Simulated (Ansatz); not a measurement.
# How far PBE-D3(BJ) and r2SCAN+rVV10 part for WSe2, holes 2.0×10^21 cm⁻³

The parent structure is WSe2 (space group P6_3/mmc, No. 194; a = 3.279 Å, c = 12.786 Å; layered, stacked along the Cartesian z axis).

(Cell as relaxed with PBE-D3(BJ).)

Levels (all Ansatz, a quantum-chemistry and plane-wave program, PAW): PBE-D3(BJ) (420 eV, scalar-relativistic without spin-orbit coupling); r2SCAN+rVV10 (500 eV, no spin-orbit coupling).

Each level relaxes its own structure.

```tsv
base	PBE-D3(BJ)	r2SCAN+rVV10
volume per atom	19.84 Å³	20.67 Å³
lattice parameter a	327.9 pm	330.0 pm
band gap	0.87 eV	1.12 eV
```

Modification: holes 2.0×10^21 cm⁻³, on a uniform background at fixed cell.

```csv
quantity,PBE-D3(BJ),r2SCAN+rVV10
Fermi level relative to the doped band's edge (positive inside the band; to 0.05 eV),+0.45 eV,+0.45 eV
gap between the host's bands,0.90 eV,1.14 eV
shift of the gap caused by the change,+0.03 eV,+0.02 eV
gap character,"indirect, Γ → K–Γ (47 % along)","indirect, Γ → K–Γ (47 % along)"
```

PBE-D3(BJ)'s gap between the host's bands lies 0.24 eV below r2SCAN+rVV10's; the two agree on the Fermi level from band edge and gap character. Neither level is exact; r2SCAN+rVV10 is the comparison here, not a measurement.

Carriers are added with a uniform compensating background; total energy and stress of such cells depend on the potential's zero and are not compared; many-body gap narrowing is missing at this level. Spin-orbit coupling, missing from the scalar runs, can matter with W. No phonon test of stability was made.
